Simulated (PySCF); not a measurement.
PySCF 2.14.0, unrestricted HF/def2-svpd, df: Ti(Cl)3(NH2) cation ([NH2][Ti]([Cl])([Cl])[Cl]), charge +1, multiplicity 2, 7 atoms. The geometry is a generated start, not checked to be a minimum at this level.

| Item | Value |
|---|---|
| task | energy |
| method | hf |
| basis | def2-svpd |
| two-electron scheme | density fitting |
| mol.max_memory | 3000 MB |
| mf.max_cycle | 100 |
| mf.DIIS | CDIIS (default) |
| mf.conv_tol | 1e-09 (default) |
| basis functions | 151 |

```xyz
7

Ti     0.3191     0.5095     0.0652
Cl     2.2725     0.3554    -0.7751
Cl     0.5349     1.0644     2.1130
Cl    -0.6276     2.1788    -0.8764
N     -0.6225    -1.0315    -0.1318
H     -0.3614    -1.8298    -0.7145
H     -1.5150    -1.2468     0.3198
```

Charge 1 and multiplicity 2 are set for this test and not shown to be the ground state.

With the defaults (mf.init_guess = minao, mf.diis = true, mf.level_shift = 0, mf.diis_space = 8, mf.damp = 0, mf.diis_start_cycle = 1) it converges in 18 Fock builds. One run each on 2 threads, 1 BLAS thread, with these changes:
- mf.init_guess = huckel
- mf.damp = 0.3, mf.diis_start_cycle = 4
- mf.init_guess = sap
- mf.level_shift = 0.3 Hartree
- mf.level_shift = 1 Hartree
- mf.diis_space = 3
- mf.diis = false
- mf.init_guess = atom
- mf.diis_space = 5

Which of these changes keep the SCF from converging, or lead it to another solution?

No convergence: mf.diis = false (the run ends without SCF convergence in 100 cycles). Another solution: mf.init_guess = huckel (1800 meV higher, <S²> 0.84 against 0.76). The rest reach the solution of the defaults.

| setting | Fock builds | end |
|---|---|---|
| the defaults | 18 | same solution |
| mf.damp = 0.3, mf.diis_start_cycle = 4 | 18 | same solution |
| mf.diis_space = 5 | 19 | same solution |
| mf.init_guess = atom | 19 | same solution |
| mf.level_shift = 0.3 Hartree | 20 | same solution |
| mf.init_guess = sap | 22 | same solution |
| mf.diis_space = 3 | 24 | same solution |
| mf.level_shift = 1 Hartree | 36 | same solution |
| mf.init_guess = huckel | 92 | other solution, 1800 meV higher, <S²> 0.84 against 0.76 |
| mf.diis = false | 101 | no convergence |
